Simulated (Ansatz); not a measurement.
## rock-salt ZrN (1 1 1) on wurtzite AlN (0 0 1) (film strained to the substrate, started from cuts of the bulks and a machine-learned relaxation; slabs Al6N6 and N4Zr4, which can lie off the formulas)

A periodic stack without vacuum, rock-salt ZrN (1 1 1) on wurtzite AlN (0 0 1) (film strained to the substrate, started from cuts of the bulks and a machine-learned relaxation; slabs Al6N6 and N4Zr4, which can lie off the formulas): substrate slab Al6N6, film N4Zr4, surface cells [[0, 1], [-1, 0]] and [[1, 0], [0, 1]], film strained by -3.7 and -3.7 %, outermost planes N/Al and N/Zr as cut, which need not be the usual terminations and can put a slab off its formula.

The start was prepared with a machine-learned potential, and the result is one local minimum, with the in-plane cell held and forces under 0.04 eV/Å; the film can end far from its bulk form.

The numbers are results of PBE (plane waves to 420 eV, PAW; Ansatz, a program for electronic structure), not measurements. No spin–orbit coupling; the runs are not spin-polarised; PBE gaps are too small against experiment. Its k-point mesh 11×11×1, Fermi–Dirac width 0.05 eV.

The interface area is 8.5 Å². The period is 26.30 Å and the heights between the nearest atoms of the two slabs at the two interfaces comes out as 1.88 and 1.83 Å. The Al–Zr contacts across the interfaces within 1.22 times the sum of covalent radii is 6, mean 3.29 Å and the N–Zr contacts across the interfaces within 1.22 times the sum of covalent radii is 3, mean 2.57 Å. The Al–N contacts across the interfaces within 1.22 times the sum of covalent radii is 1, mean 1.88 Å.

```xyz
20
Lattice="3.1304 -0.0001 -0.0070 1.5652 2.7108 -0.0149 1.6366 1.0171 26.2927" Properties=species:S:1:pos:R:3 pbc="T T T"
Al     1.2655     0.8428     1.5322
Al     2.8378     1.7572     4.0409
N      1.2711     0.8510     3.4227
N      2.8291     1.7434     0.8613
Al     1.2797     0.8646     6.5702
Al     2.8518     1.7791     9.0846
N      1.2851     0.8729     8.4632
N      2.8433     1.7655     5.9340
Al     1.2937     0.8865    11.6138
Al     2.8659     1.8009    14.1268
N      1.2991     0.8947    13.5076
N      2.8573     1.7873    10.9777
N      2.8721     1.8093    16.0044
N      4.4435     2.7236    18.5027
N      4.4504     0.9281    21.2877
N      2.8918     1.8432    23.9610
Zr     4.4399     0.9106    17.1236
Zr     2.8817     1.8259    19.8990
Zr     4.4537     2.7411    22.6346
Zr     6.0257     3.6562    25.3184
```
